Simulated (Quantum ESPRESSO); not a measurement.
**Parameter sweep on TiRh (P4/mmm, 2 atoms in the cell)**

```
TiRh
1.0
    2.94945     0.00000     0.00000
    0.00000     2.94945     0.00000
    0.00000     0.00000     3.30679
Rh Ti
1 1
Direct
  0.00000   0.00000   0.00000
  0.50000   0.50000   0.50000
```

Base run A: LDA (PZ), GBRV 1.5 ultrasoft (LDA) pseudopotentials (Quantum ESPRESSO 7.5), self-consistent single point.

Its settings: ecutwfc = 50 Ry; ecutrho = 400 Ry; occupations = smearing; smearing = cold; degauss = 0.0036749 Ry; potentials = {Rh: rh_lda_v1.4.uspp.F.UPF, Ti: ti_lda_v1.4.uspp.F.UPF}; K_POINTS = automatic 15 15 13 0 0 0; conv_thr = 1e-10 Ry; mixing_beta = 0.3.

The starting cell comes from a database of published, mostly measured structures (it also holds non-ambient and calculated ones), without a prior relaxation at this level. Its lattice was rescaled by a random factor within 2.5 % of one. Spin polarisation is off. In the base run, with a pressure of about -5 GPa the cell is away from its equilibrium volume at this level.

ΔF is the free energy per atom less that of run A. 

| run | degauss, K_POINTS | ΔF (meV/atom) | pressure (GPa) | TS (meV/atom) | k-points |
|---|---|---|---|---|---|
| A | 0.0036749 Ry, automatic 15 15 13 0 0 0 | 0.00 | -4.58 | 0.0 | 252 |
| B | 0.002205 Ry, automatic 11 11 10 0 0 0 | -2.5 | -4.51 | 0.2 | 126 |
| C | 0.0073499 Ry, automatic 11 11 10 0 0 0 | -2.9 | -4.54 | 0.3 | 126 |
| D | 0.02205 Ry, automatic 11 11 10 0 0 0 | -6.4 | -4.42 | 12.3 | 126 |
| E | 0.002205 Ry, automatic 12 12 11 0 0 0 | 2.5 | -4.44 | 0.1 | 168 |
| F | 0.0073499 Ry, automatic 12 12 11 0 0 0 | 1.70 | -4.53 | 1.6 | 168 |
| G | 0.02205 Ry, automatic 12 12 11 0 0 0 | -5.7 | -4.45 | 17.4 | 168 |
| H | 0.002205 Ry, automatic 15 15 13 0 0 0 | -0.02 | -4.60 | -0.1 | 252 |
| I | 0.0073499 Ry, automatic 15 15 13 0 0 0 | -0.16 | -4.53 | 0.6 | 252 |
| J | 0.02205 Ry, automatic 15 15 13 0 0 0 | -5.9 | -4.44 | 15.5 | 252 |
| K | 0.002205 Ry, automatic 18 18 16 0 0 0 | 1.74 | -4.54 | 0.0 | 495 |
| L | 0.0073499 Ry, automatic 18 18 16 0 0 0 | 1.02 | -4.54 | 1.9 | 495 |
| M | 0.02205 Ry, automatic 18 18 16 0 0 0 | -6.3 | -4.45 | 15.3 | 495 |

Run F against A: The free energy rises by 1.7 meV/atom and the pressure stays near -4.53 GPa while the zz stress (positive for compression) goes from -2.36 to -2.75 GPa.

Run J against A: The free energy drops by 5.9 meV/atom and the pressure goes from -4.58 to -4.44 GPa.

Run G against A: The free energy falls by 5.7 meV/atom and the pressure goes from -4.58 to -4.45 GPa.
